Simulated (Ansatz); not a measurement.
Ca_B in zinc-blende BN: one set of geometries, relaxed with PBE, evaluated in Ansatz (PAW, plane waves to 420 eV, 500 eV under r2SCAN) with PBE, r2SCAN.

Details: 64-site cell; 2×2×2 shifted k-points; start: the B site; not converged in cell size; flagged in the runs: a doubtful potential alignment.

| quantity | PBE | r2SCAN |
|---|---|---|
| host gap (eV) | 4.46 | ? |
| neutral formation energy against alpha boron, fcc Ca (eV) | 11.25 | ? |
| largest moment on one atom at charge 0 (μB) | 0.17 | ? |

Q: Given the lower rungs, what does r2SCAN give?

A: 
- host gap (eV), r2SCAN: 4.99
- neutral formation energy against alpha boron, fcc Ca (eV), r2SCAN: 11.24
- largest moment on one atom at charge 0 (μB), r2SCAN: 0.19

Ansatz is a quantum-chemistry and plane-wave program.
